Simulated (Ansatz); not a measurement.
Effect of isotropic strain −0.90 % on CrCuO2

The parent structure is CrCuO$_{2}$ (space group R-3m, No. 166; a = 2.964 Å, c = 16.920 Å (hexagonal axes); ferromagnetic).

Now apply this change: every lattice vector is shortened by 0.90 %, atoms relaxed at fixed cell.

Calculations: Kohn–Sham DFT with the PBEsol functional, run in Ansatz (a program for electronic structure) with PAW and 420 eV plane waves, no spin-orbit coupling. Γ-centred 13×13×13 mesh, Fermi–Dirac width 0.05 eV.

```tsv
quantity	base	changed	shift
shortest interatomic distance	1.829 Å	1.810 Å	-0.019 Å
energy relative to the base (free energy F)	0 meV/atom	+4.8 meV/atom	+4.8 meV/atom
pressure (mean of the normal stresses, compression positive)	0.0 GPa	5.5 GPa	+5.5 GPa
band gap	0.92 eV	0.81 eV	-0.11 eV
smallest direct gap	1.16 eV	1.16 eV	0.00 eV
magnetic state	ferromagnetic	ferromagnetic	–
largest site moment	2.38 μB	2.35 μB	-0.025 μB
```

Final structure:

```
CrCuO2
1.0
    1.46855     0.84787     5.58938
   -1.46855     0.84787     5.58938
    0.00000    -1.69574     5.58938
Cu Cr O
1 1 2
Direct
  0.00000   0.00000   0.00000
  0.50000   0.50000   0.50000
  0.10796   0.10796   0.10796
  0.89204   0.89204   0.89204
```

Cost of the whole job for the changed cell (relaxation, final SCF and bands): very roughly 2.3 core-minutes.

Whether these cells are dynamically stable was not tested. No Hubbard U is applied and the magnetic state is the run's own (CrCuO2 ferromagnetic); small cells can't hold the antiferromagnetic order that many such compounds have, so gaps and moments can be off. A gap here joins edges of opposite spin (a spin-flip gap).
